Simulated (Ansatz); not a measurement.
Consider TaAl₃ (space group I4/mmm, No. 139; a = 3.829 Å, c = 8.504 Å; relaxed with 0.1 eV smearing). Axes: x, y, z lie along a, b, c of the conventional cell.

The values are results of PBEsol (Ansatz, a quantum-chemistry and plane-wave program), no spin-orbit coupling, not measurements.

One thing is altered: tensor shear ε_xz = −2.27 % (engineering shear γ = -0.0454); the atoms relax in the strained cell.

**Question.** Predict the stress tensor and what it implies for the stiffness.

**Answer.** Stress of the strained cell less that of the base (GPa, compression positive):
```
    0.5     0.0     5.0
    0.0    -0.1     0.0
    5.0     0.0     0.5
```

Then −Δσ/γ with γ = 2ε = -0.0454 gives secant stiffness values (nonlinear terms included at this strain): C55 ≈ 110 GPa.

As a check, the harmonic strain energy −½ V₀ Δσ:ε is 11 meV/atom; the computed energy rise is 11 meV/atom.

Whether these cells are dynamically stable was not tested. The final runs are not spin-polarised.
